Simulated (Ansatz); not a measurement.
## HgS: tensor shear ε_xy = +1.43 %

Start from HgS in the zinc blende structure (space group F-43m, No. 216; a = 5.812 Å). Axes: x, y, z lie along the cube axes.

One thing is altered: tensor shear ε_xy = +1.43 % (engineering shear γ = 0.0286); the atoms relax in the strained cell.

All numbers come from LDA (Ansatz, a quantum-chemistry and plane-wave program; PAW; 420 eV plane waves; no spin-orbit coupling). Settings: 10×10×10 k-points, 0.05 eV Fermi–Dirac smearing.

The volume per atom stays essentially unchanged (24.54 Å³ against 24.53 Å³) and the space group changes from F-43m (No. 216) to Imm2 (No. 44). The shortest interatomic distance decreases by 0.003 Å to 2.514 Å and the energy increases by 1.6 meV/atom. The band gap remains zero and the valley order (the lowest conduction-band minima on the path, energy above the VBM, named in the base's zone) comes out as Γ 0.03 eV; L along [1-1-1] 1.31 eV. The largest internal atomic displacement amounts to 0.024 Å and the stress (xx, yy, zz, yz, xz, xy; compression positive) amounts to (0.0, 0.0, 0.0, 0.0, 0.0, -0.7) GPa (rough).

Without a gap, meshes like the base's 10×10×10 leave anisotropic stresses uncertain by several tenths of a GPa, and small strain energies with them. Spin-orbit coupling, missing from the scalar runs, can matter with Hg. Whether these cells are dynamically stable was not tested. All final runs are without spin polarisation. Gaps under 0.05 eV, about the width of the smearing, are given as zero. A zero or small gap of HgS can be the functional's error rather than a property of the material.
